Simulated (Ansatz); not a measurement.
Results of PBEsol+SOC (Ansatz, a program for electronic structure, PAW) for Sr2ScNbO6 (model structure, started from the Ba2BiTaO6 type, R-3, No. 148, 10 atoms in the cell).

Numerical settings: plane-wave cutoff 520 eV, 6×6×6 k mesh, Fermi–Dirac smearing 0.01 eV, PAW data made under PBE.

Cell (relaxed with PBEsol):

```yaml
crystal:
  lattice:
    - [2.84669, 1.64354, 4.60195]
    - [-2.84669, 1.64354, 4.60195]
    - [0.00000, -3.28708, 4.60195]
  atoms:
    - { symbol: Sr, position: [0.74953, 0.74953, 0.74953] }
    - { symbol: Sr, position: [0.25047, 0.25047, 0.25047] }
    - { symbol: Nb, position: [0.50000, 0.50000, 0.50000] }
    - { symbol: Sc, position: [0.00000, 0.00000, 0.00000] }
    - { symbol: O, position: [0.74211, 0.19850, 0.31386] }
    - { symbol: O, position: [0.25789, 0.80150, 0.68614] }
    - { symbol: O, position: [0.31386, 0.74211, 0.19850] }
    - { symbol: O, position: [0.68614, 0.25789, 0.80150] }
    - { symbol: O, position: [0.19850, 0.31386, 0.74211] }
    - { symbol: O, position: [0.80150, 0.68614, 0.25789] }
```

Question: Give the computed band gap.

Answer: 
- band gap = 3.07 eV (on the SCF k mesh)

Note: the relaxation could raise the start's symmetry but not lower it, so the cell can be a saddle point.

Static lattice: no zero-point or thermal effects.

Cost on a shared machine: about 2.5 core-minutes (a rough figure).

A model structure was made by putting elements into a prototype or built by hand; it is no filed structure, need not be a known phase, and can be a saddle point held by its symmetry.
